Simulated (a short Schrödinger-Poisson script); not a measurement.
Structure: symmetric double-gate stack, Al2O3 on p-type In0.53Ga0.47As, at 300 K.

```
layer        material  thickness (nm)  Na (cm⁻³)
-----  --------------  --------------  ---------
1               Al2O3             2.7          -
2      In0.53Ga0.47As               5       5e17
3               Al2O3             2.7          -
```

The device is made up for the run: typed textbook-type constants, with dimensions and the other settings drawn at random. Al2O3: permittivity 9, conduction-band edge (eV) 3.16, gap (eV) 6.8, electron mass (mₑ) 0.3. In0.53Ga0.47As: permittivity 13.9, conduction-band edge (eV) 0, gap (eV) 0.74, Nv at 300 K (cm⁻³) 7.7e18.

Channel valleys (confinement mass, in-plane density-of-states mass, number): Γ 0.041, 0.041, 1. At the gates, both at one voltage, the conduction-band edge of layer 1 lies 3.41 eV − eVg above the Fermi level of the channel. Gaps are held at their typed values at every temperature. Mesh 0.03 nm at interfaces.

Solved with a short Schrödinger-Poisson script written for these runs: 1D Poisson equation in equilibrium, electrons classical, Fermi-Dirac, parabolic valleys, classical holes, full ionisation, no traps, pinning or gate leakage.

The same stack at other levels of the model or other numerical settings:

```
run                                                                  sheet density of all electrons at Vg = 0.95 V (cm⁻²)  sheet density of all electrons at Vg = 0.35 V (cm⁻²)  capacitance of both gates at Vg = 0.95 V (μF/cm²)  gate voltage at 1e11 electrons/cm² (V)  rough cost against the base
-------------------------------------------------------------------  ----------------------------------------------------  ----------------------------------------------------  -------------------------------------------------  --------------------------------------  ---------------------------
base                                                                                                              6.35e12                                               4.59e11                                               1.92                                    0.27                      about 1
electrons treated as classical, Boltzmann                                                                         1.88e13                                               1.02e12                                               5.37                                    0.26                          0.4
electrons treated as quantum, Hartree                                                                             5.81e12                                               3.51e10                                               1.74                                    0.38                            5
electrons treated as quantum, Hartree plus LDA exchange-correlation                                               6.07e12                                               4.17e10                                               1.76                                    0.38                            7
mesh six times as coarse                                                                                          6.21e12                                               4.47e11                                               1.88                                    0.27                          0.6
```

The classical rows ignore confinement, and Boltzmann statistics overrate the density once the band edge passes the Fermi level.

Above a few 1e12 electrons/cm² a light Γ valley is non-parabolic and upper valleys begin to fill, which the model leaves out.
